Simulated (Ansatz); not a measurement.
The starting structures come from a database of crystals and need not be the phases stable at ambient conditions.

## Evanescent states of NaTlO (P6_3mc, not sure to be the ambient phase, 6 atoms a cell, 20.0 Å³ an atom) along the normal of (001)

Calculation: r2SCAN (plane waves, PAW; Ansatz, a program for electronic structure).

The gap is the functional's own, uncorrected, and κ follows it; spin-orbit coupling is left out. Mid-gap values are interpolated between the computed energies.

Energies count from the valence-band top; κ is the least over a 12×12 mesh across the current.

```
E (eV)     κ (1/Å)  where
------  ----------  -----
0.04         0.175  off Γ
0.12         0.181      Γ
0.20         0.183      Γ
0.28         0.184      Γ
0.36         0.183      Γ
0.44    (withheld)      Γ
0.52    (withheld)      Γ
0.60    (withheld)      Γ
0.68    (withheld)      Γ
0.76    (withheld)      Γ
0.84    (withheld)      Γ
0.92    (withheld)      Γ
1.00    (withheld)      Γ
1.08         0.125      Γ
1.16         0.109      Γ
1.24         0.088      Γ
1.32         0.058      Γ
```

Question: Fill in the missing entries.

Answer: 
- 0.44, κ (1/Å): 0.182
- 0.52, κ (1/Å): 0.179
- 0.60, κ (1/Å): 0.176
- 0.68, κ (1/Å): 0.171
- 0.76, κ (1/Å): 0.165
- 0.84, κ (1/Å): 0.157
- 0.92, κ (1/Å): 0.148
- 1.00, κ (1/Å): 0.138
